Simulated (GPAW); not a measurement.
σxx against uniaxial strain in rock-salt HfN (space group 225): C11 (GPAW, LDA)

```xyz
2
Lattice="0.0000 2.2343 2.2343 2.2008 0.0000 2.2343 2.2008 2.2343 0.0000" Properties=species:S:1:pos:R:3 pbc="T T T"
Hf     0.0000     0.0000     0.0000
N      2.2008     2.2343     2.2343
```

Level of theory: LDA (Perdew-Wang 92), GPAW PAW datasets LDA (gpaw-data 1.0.1) (plane waves; GPAW). Settings: mode = pw; ecut = 1040 eV; xc = LDA; kpts = 26 26 26; mesh shift (steps) = 0 0 0; occupations.name = fermi-dirac; occupations.width = 0.05 eV; nbands = -8; convergence.density = 1e-06 e/electron; convergence.energy = 1e-06 eV/electron; symmetry.symmorphic = false; symmetry.tolerance = 0.0005; maxiter = 120. The cell above is the first row's. The rows stretch one cube axis (x) by the strain ε and hold the other two. Stress is positive in tension. In all rows fractional positions and the k mesh are held.

| ε (%) | σxx (GPa) |
|---|---|
| -1.5 | ? |
| -1.0 | -7.24 |
| -0.5 | -3.50 |
| 0.0 | 0.04 |
| 0.5 | 3.38 |
| 1.0 | 6.54 |
| 1.5 | 9.51 |

The 6 complete rows are fitted with a parabola, σxx against ε. Least squares gives σxx = 0.036 + 6.8895·ε - 0.3836·ε². Residuals (row less fit): -0.003, 0.005, 0.004, -0.005, -0.002, 0.003; standard error 0.005 (degrees of freedom: 3). The slope at ε = 0, 6.8895 GPa per cent, gives C11 ≈ 100 × 6.8895 = 689 GPa, for the static lattice.

Q: Estimate the missing σxx (ε = -1.5); what did the run itself give?

A: σxx = 0.036 + 6.8895 × (-1.5) - 0.3836 × (-1.5)² = -11.161 GPa. The calculation gives -11.21 GPa, 0.049 GPa below the prediction (0.2 % of the range of σxx in the table). The row lies outside the fitted rows, so this is an extrapolation. From the scatter of the fitted rows alone, a prediction at this place has a standard error of 0.011 GPa, so the miss is 4.6 times that.

Carrying the step between the two nearest rows on in a straight line would have given -10.98, off by 0.23; series whose last step already gives the withheld value aren't shown. The reference cell has the volume at which an earlier scan in this program and functional put its minimum by a fit. The runs keep the symmetry of the cell, so they don't test it for distortions. The unstrained cell stands at a pressure of -0.04 GPa, and the constants belong to that pressure. By symmetry this strain leaves no force on the atoms; the largest in the rows is 0.000 eV/Å. Spin-orbit coupling is off. Without a gap such slopes are sensitive to mesh and smearing. 1 of the planned runs didn't end soundly and are left out. Cutoffs and mesh are single choices, not tested for convergence of this quantity. Series with a scatter that would blur these digits, or in which a gap closes, are not shown. Strain series were run only where this level's volume lies within 10 % of a first guess from the measured size.

Terms beyond the fitted order, or numerical noise in single rows, can give a miss of this size; the table doesn't tell which.
